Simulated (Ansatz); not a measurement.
**What pressure 5 GPa does to RbBr**

The reference is RbBr in the rock salt structure (space group Fm-3m, No. 225; a = 6.8433 Å).

One thing is altered: cell and atoms relaxed at a pressure of 5 GPa.

Level of theory: Ansatz (an electronic-structure program), PBEsol, PAW, cutoff 420 eV, spin-orbit coupling left out. Γ-centred 8×8×8 mesh, Fermi–Dirac width 0.05 eV.

The density rises by 0.80 g/cm³ (3.43 g/cm³ → 4.23 g/cm³) and the lattice parameter a drops by 0.461 Å (6.843 Å → 6.382 Å). The shortest interatomic distance falls by 0.231 Å (3.422 Å → 3.191 Å) and the band gap grows by 0.552 eV, from 4.22 eV to 4.78 eV. The gap character stays direct at Γ and the width of the top valence band rises by 0.25 eV, from 0.37 eV to 0.62 eV. The electron mass becomes 0.33 mₑ (at Γ) (base: 0.36 mₑ (at Γ)) and the valley order (the lowest conduction-band minima on the path, energy above the VBM, named in the base's zone) goes from Γ 4.22 eV; X along ⟨100⟩ 5.50 eV to Γ 4.78 eV; X along ⟨100⟩ 5.12 eV.

Final structure:

```xyz
2
Lattice="0.0000 3.1911 3.1911 3.1911 0.0000 3.1911 3.1911 3.1911 0.0000" Properties=species:S:1:pos:R:3 pbc="T T T"
Rb     0.0000     0.0000     0.0000
Br     3.1911     3.1911     3.1911
```

Load acts through the strain it causes; cell and atoms are relaxed under it. Effective masses come from finite differences of ±0.01 Å⁻¹. Whether these cells are dynamically stable was not tested. Competing high-pressure phases were not computed.
